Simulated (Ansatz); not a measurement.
# A computed series for GaN: response to strain

Take GaN in the wurtzite structure (space group P6_3mc, No. 186) as the base.

```cif
data_Ga2N2
_chemical_formula_sum 'Ga2 N2'
_space_group_name_H-M_alt 'P 1'
_space_group_IT_number 1
_cell_length_a 3.21861
_cell_length_b 3.21861
_cell_length_c 5.24355
_cell_angle_alpha 90.000
_cell_angle_beta 90.000
_cell_angle_gamma 120.000
loop_
_space_group_symop_operation_xyz
  'x, y, z'
loop_
_atom_site_label
_atom_site_type_symbol
_atom_site_fract_x
_atom_site_fract_y
_atom_site_fract_z
_atom_site_occupancy
Ga1 Ga 0.66667 0.33333 0.00096 1
Ga2 Ga 0.33333 0.66667 0.50096 1
N1 N 0.66667 0.33333 0.62424 1
N2 N 0.33333 0.66667 0.12424 1
```

Strains are applied to the cell and any free atomic positions relax.

The values are results of PBE (Ansatz, a quantum-chemistry and plane-wave program; PAW; 420 eV plane waves; without spin-orbit coupling), earlier PAW set, not measurements.

```
isotropic strain (%)  band gap (eV)
--------------------  -------------
0                              1.71
0.86                           1.54
3.74                              ?
4.11                           0.92
```

Task: Fit E_g = E₀ + Dε (ε in %) to the rows shown and predict the withheld row.

Result: Least squares on the printed values gives E₀ = 1.71 eV, D = -192 meV per % of strain (largest residual 0.00 eV); this predicts 0.99 eV, and the run gives 0.99 eV, in agreement.

Stability against distortions was not tested.
